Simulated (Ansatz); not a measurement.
Consider Hf in the hcp (Mg type) structure (space group P6_3/mmc, No. 194; relaxed with 0.1 eV smearing).

Hf is taken in the hexagonal space group P6₃/mmc (No. 194), the hcp (Mg type) structure, Pearson symbol hP2. Lattice parameters: a = 3.198 Å, b = 3.198 Å, c = 5.049 Å, α = 90.00°, β = 90.00°, γ = 120.00°. Hf on 2c sees 12 Hf at 3.128–3.198 Å (anticuboctahedral). (Neighbours: up to the widest gap in distance over summed covalent radii, below 1.35, at either atom.)

Method: Ansatz (a program for electronic structure), r2SCAN, PAW, cutoff 500 eV, without spin-orbit coupling.

Strains are applied to the cell and any free atomic positions relax.

One change was made to it. Results:

The energy increases by 1.7 meV/atom; the band gap remains zero; the pressure (mean of the normal stresses, compression positive) goes from zero to 1.7 GPa.

Problem. Which change produced these results?
(A) isotropic strain −0.50 %
(B) isotropic strain −3.00 %
(C) isotropic strain −2.50 %

Solution. A, isotropic strain −0.50 %. For comparison, the energy relative to the base in the other runs: isotropic strain −2.50 % gives +46 meV/atom; isotropic strain −3.00 % gives +67 meV/atom.

No phonon test of stability was made. The final runs are not spin-polarised.
